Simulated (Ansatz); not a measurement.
Migration barriers of interstitials in covalent semiconductors: PBE bands (Ansatz, a quantum-chemistry and plane-wave program, plane waves to 420 eV, PAW, climbing-image NEB) beside the CHGNet universal potential on its own band (it has no charge state). Forward barriers of single hops from the lowest site run, static nuclei, no finite-size correction. The rows are a random draw from the bands that converged and passed our checks of state and shape. Saddle orders were checked for a part of the study's bands only and are not shown. Charge states are imposed.

```
Defect                                                        Route  Hop (Å), direction in the unit cell  End over start, densest mesh run (eV)        Cell and PBE mesh  CHGNet k-points  PBE (eV)  CHGNet (eV)
------------------------------------------------  -----------------  -----------------------------------  -------------------------------------  -----------------------  ---------------  --------  -----------
interstitial Si in 2H silicon carbide, charge +2  Si moves farthest      1.69 along (-0.25, -0.62, 0.03)                                   0.58              72 sites, Γ             none      1.42         1.16
interstitial Li in silicon, charge +1             Li moves farthest      2.36 along (0.25, -0.25, -0.25)                                   0.00  64 sites, 2×2×2 shifted             none      0.60         0.21
interstitial Ni in silicon, charge 0              Ni moves farthest       1.30 along (-0.17, 0.00, 0.17)                                   0.00  64 sites, 2×2×2 shifted             none      0.08         0.30
interstitial B in 2H silicon carbide, charge +3    B moves farthest        2.09 along (0.40, 0.20, 0.35)                                   0.47              72 sites, Γ             none      2.70          ___
interstitial B in 4H silicon carbide, charge +3    B moves farthest       2.70 along (0.67, 0.33, -0.20)                                   0.26              72 sites, Γ             none      2.76          ___
interstitial Na in 4H silicon carbide, charge +1  Na moves farthest       2.22 along (0.00, 0.00, -0.22)                                   1.26              72 sites, Γ             none      3.32         2.69
interstitial Ag in silicon, charge +1             Ag moves farthest      2.36 along (0.25, -0.25, -0.25)                                   0.00  64 sites, 2×2×2 shifted             none      0.37         0.11
interstitial Cu in 2H silicon carbide, charge +1  Cu moves farthest        2.54 along (0.00, 0.00, 0.50)                                   0.00              72 sites, Γ             none      1.45         1.35
```

Question: Some entries are withheld; supply them.

Answer: 
- interstitial B in 2H silicon carbide, charge +3, CHGNet (eV): 1.59
- interstitial B in 4H silicon carbide, charge +3, CHGNet (eV): 1.44
